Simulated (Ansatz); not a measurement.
**A computed series for HfN: response to strain**

Take HfN in the rock salt structure (space group Fm-3m, No. 225; a = 4.526 Å; relaxed with 0.1 eV smearing) as the base. Axes: x, y, z lie along the cube axes.

Strains are applied to the cell and any free atomic positions relax; under biaxial strain the out-of-plane vector relaxes too; under stress the whole cell relaxes.

The values are results of plane-wave PAW DFT at the r2SCAN level (Ansatz, a quantum-chemistry and plane-wave program, 500 eV), no spin-orbit coupling, earlier PAW set, not measurements.

Candidates:
(a) biaxial strain −3.57 %, plane normal [001], relaxed out of plane
(b) uniaxial strain ε_zz = +2.24 %
(c) uniaxial stress, 0.5 GPa tension along x
(d) isotropic strain −3.93 %
(e) isotropic strain −5.99 %

Notes on the quantities. energy relative to the base: free energy F.

Question: Order them by energy relative to the base, highest first.

Answer: (e) isotropic strain −5.99 % (+0.401 eV/atom), (d) isotropic strain −3.93 % (+161 meV/atom), (a) biaxial strain −3.57 %, plane normal [001], relaxed out of plane (+72 meV/atom), (b) uniaxial strain ε_zz = +2.24 % (+10 meV/atom), (c) uniaxial stress, 0.5 GPa tension along x (0.0 meV/atom)

Beyond what the load breaks, stability against distortions was not tested. The final runs are not spin-polarised. An odd electron count without spin: HfN.
